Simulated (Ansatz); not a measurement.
A computed series for Re: response to strain

Take Re in the hcp (Mg type) structure (space group P6_3/mmc, No. 194; a = 2.7764 Å, c = 4.4809 Å; relaxed with 0.1 eV smearing) as the base. Axes: x lies along a and z along c of the hexagonal cell.

Strains are applied to the cell and any free atomic positions relax.

All numbers come from PBE in Ansatz (plane waves to 420 eV, PAW, no spin-orbit coupling).

Notes on the quantities. energy relative to the base: free energy F.

| change | energy relative to the base | shortest interatomic distance |
|---|---|---|
| base | 0 meV/atom | 2.755 Å |
| uniaxial strain ε_zz = −3.00 % | +29 meV/atom | 2.700 Å |
| uniaxial strain ε_zz = −2.50 % | +20 meV/atom | 2.709 Å |
| uniaxial strain ε_zz = −2.00 % | +13 meV/atom | 2.719 Å |
| uniaxial strain ε_zz = −1.00 % | +3.1 meV/atom | 2.737 Å |
| uniaxial strain ε_zz = −0.50 % | +0.8 meV/atom | 2.746 Å |
| uniaxial strain ε_zz = +0.50 % | +0.8 meV/atom | 2.764 Å |
| uniaxial strain ε_zz = +1.00 % | +3.0 meV/atom | 2.773 Å |
| uniaxial strain ε_zz = +2.00 % | +12 meV/atom | 2.776 Å |
| uniaxial strain ε_zz = +3.00 % | +26 meV/atom | 2.776 Å |

Stability against distortions was not tested. All final runs are without spin polarisation.

Ansatz is an electronic-structure program.
